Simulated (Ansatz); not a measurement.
What pressure 3 GPa does to TiCdO3

Base system: TiCdO$_{3}$ (space group R-3, No. 148; a = 5.231 Å, c = 14.803 Å (hexagonal axes)).

One thing is altered: cell and atoms relaxed at a pressure of 3 GPa.

Computed with Ansatz (a quantum-chemistry and plane-wave program) PBEsol, without spin-orbit coupling. Γ-centred 8×8×8 mesh, Fermi–Dirac width 0.05 eV.

The density increases by 0.106 g/cm³, from 5.92 g/cm³ to 6.02 g/cm³ and the lattice parameter a drops by 0.021 Å to 5.210 Å. The c/a ratio falls by 0.0154, from 2.830 to 2.814 and the shortest interatomic distance drops by 0.005 Å (1.879 Å → 1.874 Å). The enthalpy H = E + PV relative to the base's energy is +0.22 eV/atom and the band gap goes up by 0.05 eV to 3.07 eV (an upper bound: an edge found on the path is not a true extremum; both cells).

Final structure:

```xyz
10
Lattice="2.6049 1.5039 4.8873 -2.6049 1.5039 4.8873 0.0000 -3.0079 4.8873" Properties=species:S:1:pos:R:3 pbc="T T T"
Ti     0.0000     0.0000    12.4688
Ti     0.0000     0.0000     2.1931
Cd     0.0000     0.0000     9.3260
Cd     0.0000     0.0000     5.3359
O      0.9515     1.7596     6.2366
O     -0.9515    -1.7596     8.4253
O     -1.9996    -0.0558     6.2366
O      1.9996     0.0558     8.4253
O      1.0481    -1.7038     6.2366
O     -1.0481     1.7038     8.4253
```

Load acts through the strain it causes; cell and atoms are relaxed under it. Whether these cells are dynamically stable was not tested. All final runs are without spin polarisation.
